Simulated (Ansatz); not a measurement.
The reference is GaN in the wurtzite structure (space group P6_3mc, No. 186).

```yaml
crystal:
  lattice:
    - [3.18261, 0.00000, 0.00000]
    - [-1.59131, 2.75622, 0.00000]
    - [0.00000, 0.00000, 5.18530]
  atoms:
    - { symbol: Ga, position: [0.66667, 0.33333, 0.00091] }
    - { symbol: Ga, position: [0.33333, 0.66667, 0.50091] }
    - { symbol: N, position: [0.66667, 0.33333, 0.62429] }
    - { symbol: N, position: [0.33333, 0.66667, 0.12429] }
```

The values are results of PBEsol (Ansatz, a program for electronic structure, PAW, without spin-orbit coupling), not measurements.

Base values:

| Quantity | Value |
|---|---|
| Electron mass | 0.16 mₑ along c, 0.17 mₑ across (at Γ) |
| Band gap | 1.88 eV |
| Valence-band top at Γ | 0.00, 0.00, -0.04 eV |
| Gap character | direct at Γ |
| Density | 6.11 g/cm³ |

It is then changed as follows: a negative pressure, −1 GPa.

### Question
Predict the new electron mass.

### Answer
The electron mass goes from 0.16 mₑ along c, 0.17 mₑ across (at Γ) to 0.15 mₑ along c, 0.17 mₑ across (at Γ).

### Question
How does this affect the band gap?

### Answer
The band gap decreases by 0.04 eV, from 1.88 eV to 1.84 eV.

### Question
How does this affect the valence-band top at Γ?

### Answer
The valence-band top at Γ (three highest levels, from the VBM) stays 0.00, 0.00, -0.04 eV.

### Question
How does this affect the gap character?

### Answer
The gap character remains direct at Γ.

### Question
What does the calculation give for the density after the change?

### Answer
The density drops by 0.03 g/cm³, from 6.11 g/cm³ to 6.08 g/cm³.

Load acts through the strain it causes; cell and atoms are relaxed under it. Effective masses come from finite differences of ±0.01 Å⁻¹. Whether these cells are dynamically stable was not tested.
